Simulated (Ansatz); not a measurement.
(Ti,Zr)C: TiZrC2

A 16-atom cell of (Ti,Zr)C started in the rock salt structure, site fractions Ti 0.500, Zr 0.500, short-range order 0.00 in the first shell of the mixed sites (0 is random, a negative value favours unlike neighbours), space group Fd-3m at the end, an ordered arrangement that its symmetry holds.

The mixing enthalpy is taken against the end members in the rock salt type, relaxed in the same cell and mesh.

These are PBE (plane waves to 420 eV, PAW; Ansatz, a program for electronic structure) values and carry that method's errors. Spin–orbit coupling is left out; the runs are not spin-polarised. Its k-point mesh 5×5×5, Fermi–Dirac width 0.05 eV.

volume per atom: 11.64 Å³
C–Zr bonds: 2.315 Å on average, from 2.315 to 2.315 (24)
C–Ti bonds: 2.219 Å on average, from 2.219 to 2.219 (24)
mixing enthalpy per site of the mixed sublattice: 118 meV
departure of the mean lattice parameter from Vegard's line: +0.2 %

```xyz
16
Lattice="0.0000 4.5321 4.5321 4.5321 0.0000 4.5321 4.5321 4.5321 0.0000" Properties=species:S:1:pos:R:3 pbc="T T T"
Zr     0.0000     0.0000     0.0000
Ti     2.2660     2.2660     0.0000
Zr     2.2660     0.0000     2.2660
Zr     4.5321     2.2660     2.2660
Ti     0.0000     2.2660     2.2660
Ti     2.2660     4.5321     2.2660
Zr     2.2660     2.2660     4.5321
Ti     4.5321     4.5321     4.5321
C      2.2183     2.3138     2.2183
C      4.4844     4.5798     2.3138
C      4.5798     2.3138     4.5798
C      6.7504     4.4844     4.5798
C      2.3138     4.5798     4.4844
C      4.4844     6.7504     4.4844
C      4.5798     4.4844     6.7504
C      6.8458     6.7504     6.8458
```
